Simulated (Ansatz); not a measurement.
Base system: Ag in the fcc (Cu type) structure (space group Fm-3m, No. 225; a = 4.1489 Å; relaxed with 0.1 eV smearing).

All numbers come from Ansatz (an electronic-structure program), PBE, PAW, cutoff 420 eV, without spin-orbit coupling, earlier PAW set.

For the base:

- Pressure: 0.0 GPa

It is then changed as follows: an isotropic linear strain of +1.46 %, atoms relaxed at fixed cell.

Task: What happens to the energy relative to the base and pressure?

Result: The energy rises by 9.1 meV/atom; the pressure goes from zero to -3.5 GPa.

Whether these cells are dynamically stable was not tested.
